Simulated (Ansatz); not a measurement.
YAl₃ (P6₃/mmc, No. 194; cell taken from a computed entry) was calculated with PBEsol (PAW; Ansatz, a first-principles code).

Numerical settings: plane-wave cutoff 500 eV, 12×12×12 k mesh, Fermi–Dirac smearing 0.1 eV, scalar-relativistic PAW data made under PBE.

Computed at the level's own relaxed cell.

**Question.** Predict the volume per atom, lattice parameter a and lattice parameter c.

**Answer.** 
- volume per atom = 19.17 Å³/atom
- lattice parameter a = 6.212 Å
- lattice parameter c = 4.589 Å

The run finds no gap.

Note: the relaxation could not lower the start's symmetry, so the cell can be a saddle point above a distorted one.

Computed values are for the static lattice.
